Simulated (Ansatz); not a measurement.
Start from MoTe$_{2}$ (space group Fm-3m, No. 225; a = 6.5653 Å; a hypothetical phase, not in the database extracts checked; relaxed with 0.1 eV smearing). Axes: x, y, z lie along the cube axes.

The change: compressive biaxial strain of 2.48 % in the plane normal to [001], as in epitaxy on a mismatched substrate; the out-of-plane cell vector and the atoms relax.

Levels (all Ansatz, a program for electronic structure, PAW, earlier PAW set): PBEsol (420 eV, spin-orbit coupling left out); r2SCAN (500 eV, no SOC).

The geometry is relaxed with PBEsol.

| Property | Value |
|---|---|
| PBEsol pressure | 2.3 GPa |

Problem. How does going to r2SCAN change the pressure?

Solution. The pressure rises by 3.7 GPa, from 2.3 GPa to 6.0 GPa.

Single points use the geometry relaxed with PBEsol. Their cutoffs differ, which shifts pressures a little. No phonon test of stability was made. All final runs are without spin polarisation. MoTe2 has a high density of states at the Fermi level and may be magnetic at this level.
